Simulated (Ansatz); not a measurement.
SiH4 on the (111) surface of germanium (H on every top atom; a constructed slab, bottom: 1 H on 1 bottom sites), one in a cell of 57 Å², energies for each. Energies are against SiH4(g), without zero-point or thermal terms; each row is named by its start.

Computed with PBE with D3(BJ) dispersion (plane waves to 420 eV, PAW; Ansatz, a program for electronic structure).

Slab: 45 atoms, 13.8 Å thick at the start with caps and adatoms under the adsorbate (thin: gaps and levels are the slab's own); k 3x3x1, smearing 0.01 eV, dipole-corrected; 20 atoms held, the rest relaxed; each run with such symmetry as its start has; no spin, no spin-orbit, no U.

A negative adsorption energy means that the adsorbate is more stable on the surface than in its reference. Heights count from the host atoms within 0.3 Å of the top one.

```json
[
 {"starting site": "top H", "E_ads (eV)": "-0.15", "height (Å)": "2.65", "nearest host atom (Å)": "H 2.67", "bonded to": "none within bonding distance", "change of the vacuum step (eV)": "0.04", "lateral drift (Å)": "0.0"},
 {"starting site": "hollow H-H-H over Ge at depth 2.3 Å", "E_ads (eV)": "-0.17", "height (Å)": "2.38", "nearest host atom (Å)": "H 3.36", "bonded to": "none within bonding distance", "change of the vacuum step (eV)": "-0.04", "lateral drift (Å)": "0.0"},
 {"starting site": "hollow H-H-H over Ge at depth 5.6 Å", "E_ads (eV)": "-0.17", "height (Å)": "2.36", "nearest host atom (Å)": "H 3.35", "bonded to": "none within bonding distance", "change of the vacuum step (eV)": "-0.05", "lateral drift (Å)": "0.0"},
 {"starting site": "bridge H-H (span 4.1 Å)", "E_ads (eV)": "-0.20", "height (Å)": "2.01", "nearest host atom (Å)": "H 2.86", "bonded to": "none within bonding distance", "change of the vacuum step (eV)": "0.02", "lateral drift (Å)": "0.1"}
]
```
